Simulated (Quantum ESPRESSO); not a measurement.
## Quick settings and what they miss: PtPb₂ (I4/mcm, 6 atoms in the cell)

Self-consistent single point.

```xyz
6
Lattice="-3.4544 3.4544 2.8592 3.4544 -3.4544 2.8592 3.4544 3.4544 -2.8592" Properties=species:S:1:pos:R:3 pbc="T T T"
Pt     0.0000     0.0000     4.2888
Pt     0.0000     0.0000     1.4296
Pb     4.5643     1.1100     0.0000
Pb    -1.1100     2.3444     2.8592
Pb     2.3444     1.1100     2.8592
Pb     1.1100     2.3444     0.0000
```

Level of theory: LDA (PZ), GBRV 1.5 ultrasoft (LDA) pseudopotentials (plane waves; Quantum ESPRESSO 7.5).

Base settings: ecutwfc = 40 Ry; ecutrho = 320 Ry; occupations = smearing; smearing = marzari-vanderbilt; degauss = 0.0073499 Ry; potentials = {Pt: pt_lda_v1.4.uspp.F.UPF, Pb: pb_lda_v1.uspp.F.UPF}; K_POINTS = automatic 6 6 6 0 0 0; conv_thr = 1e-10 Ry.

Tight run (finer mesh or higher cutoff; not a proven limit): ecutwfc: 40 Ry → 56 Ry; ecutrho: 320 Ry → 448 Ry; conv_thr: 1e-10 Ry → 7.3e-11 Ry; K_POINTS: automatic 6 6 6 0 0 0 → automatic 9 9 9 0 0 0. It gave Fermi level (on the code's own zero) 14.87 eV; pressure -1.13 GPa; largest force (vector length) 0.007 eV/Å.

Quick runs, as changes from the base:
- A: the base itself
- B: ecutwfc: 40 Ry → 20 Ry; ecutrho: 320 Ry → 160 Ry; smearing: marzari-vanderbilt → fermi-dirac; degauss: 0.0073499 Ry → 0.036749 Ry; K_POINTS: automatic 6 6 6 0 0 0 → automatic 8 8 8 0 0 0
- C: ecutwfc: 40 Ry → 28 Ry; ecutrho: 320 Ry → 224 Ry; K_POINTS: automatic 6 6 6 0 0 0 → automatic 4 4 4 0 0 0
- D: ecutwfc: 40 Ry → 24 Ry; ecutrho: 320 Ry → 192 Ry; conv_thr: 1e-10 Ry → 7.3e-05 Ry; K_POINTS: automatic 6 6 6 0 0 0 → automatic 1 1 1 0 0 0
- E: ecutwfc: 40 Ry → 20 Ry; ecutrho: 320 Ry → 160 Ry; smearing: marzari-vanderbilt → gaussian; degauss: 0.0073499 Ry → 0.036749 Ry; K_POINTS: automatic 6 6 6 0 0 0 → automatic 4 4 4 0 0 0
- F: ecutwfc: 40 Ry → 44 Ry; ecutrho: 320 Ry → 352 Ry; smearing: marzari-vanderbilt → fermi-dirac; degauss: 0.0073499 Ry → 0.0099958 Ry; pseudopotentials: {Pt: pt_lda_v1.4.uspp.F.UPF, Pb: pb_lda_v1.uspp.F.UPF} → {Pt: pt_pbe_v1.4.uspp.F.UPF, Pb: Pb.pbe-dn-kjpaw_psl.0.2.2.UPF}; input_dft: default → pbesol [PBEsol]

Energies are extrapolated to zero smearing width, which holds to low order in the width alone (under cold and Methfessel-Paxton smearing the free energy itself is taken).

Dashes: pressure of D, not trusted under this conv_thr with d or f elements; time of D, E, under 30 s; energy of F, another energy zero.

† marks runs with another functional, U, potentials or spin treatment: their distance from the tight run is not a convergence error alone.

The count of work is k-points × plane waves × bands × iterations; it is no time. Core times come from one kind of shared machine and are given to one figure; runs under 30 s give none.

The starting cell comes from a database of computed structures (which also holds hypothetical and non-ambient phases and stackings), without a prior relaxation at this level. Its lattice was rescaled by a random factor within 2.5 % of one. Spin polarisation is off.

```tsv
run	energy less tight (meV/atom)	pressure less tight (GPa)	largest miss in a force vector (eV/Å)	count of work / tight	core time / tight (rough)
A	12.5	0.03	0.046	0.22	0.3
B	2266.6	-87.22	0.084	0.17	0.1
C	53.5	-3.70	0.024	0.062	0.09
D	1429.3	–	0.557	0.0022	–
E	2249.0	-88.56	0.008	0.038	–
F†	–	3.25	0.068	0.40	0.4
```

Among the runs at the tight run's level, the energy misses run from 12.5 to 2266.6 meV/atom.
